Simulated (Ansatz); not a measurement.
Take ZnSiP2 in the chalcopyrite structure (space group I-42d, No. 122; a = 5.419 Å, c = 10.540 Å) as the base.

All numbers come from PBE, PAW, 420 eV (Ansatz, a program for electronic structure; scalar-relativistic without spin-orbit coupling).

For the base:

| Property | Value |
|---|---|
| Pressure | 0.00 GPa |
| Electron mass | 1.5 mₑ along c, 0.26 mₑ across (at Γ) |

Perturbation: every lattice vector is shortened by 3.00 %, atoms relaxed at fixed cell.

Problem. What happens to the mean gap deformation potential ΔEg/Δln V, pressure and electron mass?

Solution. The mean gap deformation potential ΔEg/Δln V comes out as +2.5 eV; the pressure (mean of the normal stresses, compression positive) goes from zero to 9.44 GPa; the electron mass goes from 1.5 mₑ along c, 0.26 mₑ across (at Γ) to 1.3 mₑ along c, 0.24 mₑ across (at Γ).

The cells carry an imposed strain or load. Effective masses come from finite differences of ±0.01 Å⁻¹. Whether these cells are dynamically stable was not tested.
